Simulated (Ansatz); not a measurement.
Density of states of InP (F-43m) above the conduction band minimum, HSE06, rigid bands in Ansatz (an electronic-structure program); cell volume 50.8 Å³.

```csv
energy from edge (eV),10⁻³ states/eV/cell
0.006,0.69
0.031,1.64
0.056,2.30
0.081,2.91
0.106,3.49
0.131,4.09
0.156,4.63
0.181,5.24
0.206,5.91
0.231,6.49
0.256,7.16
0.281,7.87
0.319,8.92
0.344,9.59
0.369,10.7
0.394,11.3
0.419,12.2
0.444,12.9
0.469,13.9
0.494,14.8
0.519,15.9
0.544,16.9
0.569,18.1
0.594,19.3
```

What effective density of states at 300 K does this give (∫ g(E) exp(−E/k_BT) dE, both spins, divided by the cell's size)?

6.9e17 cm⁻³, a density-of-states mass of 0.091 mₑ, valleys and band degeneracy included.

Spin-orbit coupling is left out. Geometry: cell and atoms relaxed with PBEsol.
